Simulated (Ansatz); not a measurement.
## Converging the k-point mesh: CdPd (P4mm, 2 atoms in the cell)

```
CELL_PARAMETERS angstrom
      3.02815     0.00000     0.00000
      0.00000     3.02815     0.00000
      0.00000     0.00000     3.68241
ATOMIC_POSITIONS crystal
  Cd 0.00000 0.00000 0.01358
  Pd 0.50000 0.50000 0.50000
```

Level of theory: LDA (PW92), default PAW files made with PBE (plane waves; Ansatz, a program for electronic structure).

Base settings: basis.ecutwfc = 420 eV; kpoints.mp_grid.grid = 11 11 9; hamiltonian.xc = lda; hamiltonian.pseudopotentials = {kind: paw} (the program's default PAW files); scf.occupations.method = fermi_dirac; scf.occupations.width = 0.1 eV.

The second cell is the first with its lattice scaled by 0.98.

Only quantities that move along the ladder and can be compared are tabulated.

The count of work is k-points × plane waves × bands × iterations; it is no time. Core times come from one kind of shared machine, to one figure; runs under 30 s give none.

The starting cell comes from a database of computed structures (which also holds hypothetical and non-ambient phases and stackings), without a prior relaxation at this level. Its lattice was rescaled by up to half a per cent. One atom was moved a little off its site on purpose. Spin polarisation is off. In the base run, with a pressure of about -8 GPa the cell is away from its equilibrium volume at this level. Ansatz's pressure includes its estimate of the finite-basis (Pulay) stress.

Steps (kpoints.mp_grid.grid): 2 2 2; 3 3 2; 3 3 3; 4 4 3; 4 4 4; 5 5 4; 6 6 5; 7 7 6; 8 8 6; 8 8 7; 9 9 8; 10 10 9; 11 11 9; 11 11 10; 13 13 11; 14 14 12; 16 16 13; 17 17 14; 19 19 16; 21 21 17; 23 23 19; 26 26 21; 29 29 24; 32 32 26; 35 35 29.

### Question
What is the coarsest kpoints.mp_grid.grid that holds the free energy within 1 meV/atom of the last step, with all finer ones?

### Answer
11 11 10, at 0.049 of the last step's count of work; the step before is off by 1.5 meV/atom.

### Question
What is the coarsest kpoints.mp_grid.grid that holds the pressure within 1 GPa of the last step, with all finer ones?

### Answer
3 3 3, at 0.0020 of the last step's count of work; the step before is off by 1.5 GPa.

### Question
What is the coarsest kpoints.mp_grid.grid that holds the energy of the compressed cell less the first within 1 meV/atom of the last step, with all finer ones?

### Answer
6 6 5, at 0.010 of the last step's count of work; the step before is off by 1.3 meV/atom.

| kpoints.mp_grid.grid | free energy less the last step's (meV/atom) | energy of the compressed cell less the first (meV/atom) | pressure (GPa) | largest difference of a force vector from the last step's (eV/Å) | count of work / last | core time / last (rough) |
|---|---|---|---|---|---|---|
| 2 2 2 | 548.92 | 21.12 | -0.96 | 0.025 | 0.0027 | – |
| 3 3 2 | -94.89 | -33.80 | -9.16 | 0.011 | 0.0020 | – |
| 3 3 3 | -38.13 | -20.71 | -7.20 | 0.007 | 0.0020 | – |
| 4 4 3 | 44.19 | -24.92 | -7.76 | 0.010 | 0.0040 | – |
| 4 4 4 | 31.34 | -22.36 | -7.37 | 0.011 | 0.0070 | – |
| 5 5 4 | -16.66 | -25.16 | -7.87 | 0.008 | 0.0060 | – |
| 6 6 5 | 6.09 | -23.96 | -7.65 | 0.000 | 0.010 | – |
| 7 7 6 | -0.58 | -23.90 | -7.66 | 0.002 | 0.016 | – |
| 8 8 6 | -2.49 | -23.74 | -7.64 | 0.005 | 0.023 | – |
| 8 8 7 | 4.76 | -23.69 | -7.61 | 0.002 | 0.023 | – |
| 9 9 8 | 0.92 | -23.88 | -7.65 | 0.003 | 0.029 | – |
| 10 10 9 | 1.10 | -23.98 | -7.66 | 0.000 | 0.041 | – |
| 11 11 9 | -1.55 | -24.04 | -7.69 | 0.000 | 0.041 | – |
| 11 11 10 | 0.61 | -23.80 | -7.64 | 0.002 | 0.049 | – |
| 13 13 11 | -0.42 | -23.95 | -7.68 | 0.001 | 0.065 | – |
| 14 14 12 | -0.12 | -23.94 | -7.67 | 0.000 | 0.098 | – |
| 16 16 13 | -0.03 | -23.72 | -7.64 | 0.000 | 0.12 | – |
| 17 17 14 | -0.34 | -23.87 | -7.66 | 0.000 | 0.14 | – |
| 19 19 16 | -0.09 | -23.80 | -7.65 | 0.000 | 0.19 | – |
| 21 21 17 | -0.01 | -23.85 | -7.65 | 0.000 | 0.23 | – |
| 23 23 19 | -0.02 | -23.84 | -7.65 | 0.000 | 0.30 | – |
| 26 26 21 | 0.01 | -23.82 | -7.65 | 0.000 | 0.45 | 0.5 |
| 29 29 24 | 0.01 | -23.83 | -7.65 | 0.000 | 0.61 | 0.6 |
| 32 32 26 | 0.00 | -23.84 | -7.65 | 0.000 | 0.84 | 0.9 |
| 35 35 29 | 0.00 | -23.83 | -7.65 | 0.000 | 1.0 | 1 |

The energy difference between the two cells stays within 1 meV/atom of the last step's from 6 6 5 on, the total only from 11 11 10 on: much of the error is common to both cells and cancels.

Keys are those of Ansatz 0.2.
